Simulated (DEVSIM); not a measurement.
DEVSIM, 1D drift-diffusion, Boltzmann statistics, complete ionisation; no tunnelling, impact ionisation, image-force lowering or self-heating.

System: illuminated GaAs p-on-n cell, one wavelength, at 300 K.

| layer (left to right) | material | thickness (μm) | Nd (cm⁻³) | Na (cm⁻³) | τn (s) | τp (s) | absorption coefficient (cm⁻¹) |
|---|---|---|---|---|---|---|---|
| 1 | GaAs | 0.880 | - | 1.7e18 | 1.6e-10 | 1.9e-11 | 41000 |
| 2 | GaAs | 3.60 | 6.6e16 | - | 9.7e-10 | 9.7e-10 | 41000 |

Left contact: ohmic, minority electron recombination velocity 50 cm/s. Right contact: ohmic, minority hole recombination velocity 600 cm/s. Voltage is applied to the left contact. Recombination: SRH at mid-gap, radiative, Auger. Light enters at the left, 2.7e18 photons cm⁻² s⁻¹, one pass, no reflection. Mobility is constant in doping. Where it depends on doping, it is μmin + (μ − μmin)/(1 + (N/Nref)^α).

This is a model device: material constants are rounded textbook-type values typed into the input, and sizes, dopings and lifetimes were drawn at random. Values at 300 K; Nc and Nv go as T^1.5, mobilities as T to minus their exponent, the gap by Varshni's rule with the affinity fixed. The table also holds parameters that only a changed run uses.

```
parameter             GaAs
----------------  --------
gap (eV)             1.424
affinity (eV)         4.07
permittivity          12.9
Nc (cm⁻³)           4.7e17
Nv (cm⁻³)             9e18
μn (cm²/Vs)           8500
μp (cm²/Vs)            400
μn,min                 500
μp,min                  20
Nref,n                6e16
Nref,p              1.5e17
αn                    0.39
αp                    0.38
T exponent of μn       2.1
T exponent of μp       2.2
B (cm³/s)            2e-10
Cn (cm⁶/s)           1e-30
Cp (cm⁶/s)           1e-30
Varshni α (eV/K)  0.000541
Varshni β (K)          204
```

One input was changed, with this effect: fill factor little changed (0.84); share of generated pairs collected at short circuit 0.905 → 0.716; dark forward voltage at 100 A/cm² 1.181 → 1.187 V; dark forward voltage at 1 A/cm² 1.051 → 1.056 V.

Task: Which change was it?
(A) temperature 300 → 250 K
(B) Auger recombination switched off
(C) recombination velocity at the left contact 50 → 10 cm/s
(D) thickness of layer 2 3.6 → 18 μm
(E) doping-dependent mobility in place of the constant one

Result: E, doping-dependent mobility in place of the constant one
